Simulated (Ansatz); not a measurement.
Surface energy of faces of MnP-type NiSi in PBE and in RPBE, in Ansatz (plane waves, PAW). Symmetric slabs relaxed with PBE from ideal cuts in 1x1 cells (the lowest computed cut and spin start of each face; real faces may reconstruct in larger cells); RPBE values are single points on them, with the bulk at the same level. No spin-orbit coupling, no U.

| face | PBE (J/m²) | RPBE (J/m²) |
|---|---|---|
| (001) | 1.86 | 1.71 |
| (010) | 1.83 | 1.67 |
| (011) | 1.56 | 1.40 |
| (100) | 2.10 | 1.90 |
| (101) | 1.80 | 1.62 |
| (110) | 1.83 | 1.68 |
| (111) | 1.62 | ? |

Task: Fit a straight line y = a·x + b by least squares to the 6 complete rows (x: PBE (J/m²); y: RPBE (J/m²)).

Result: the means are x̄ = 1.8300 and ȳ = 1.6633; Σ(x − x̄)² = 0.14760 and Σ(x − x̄)(y − ȳ) = 0.13770, so a = 0.933 and b = ȳ − a·x̄ = -0.044. The largest residual is 0.019.

Task: What does the line predict for the withheld row, (111), and what did the calculation give?

Result: the line gives 1.47; the calculation gave 1.44, a miss of -0.03, of the size of the fitted rows' scatter and rounding.

Ansatz is an electronic-structure program.
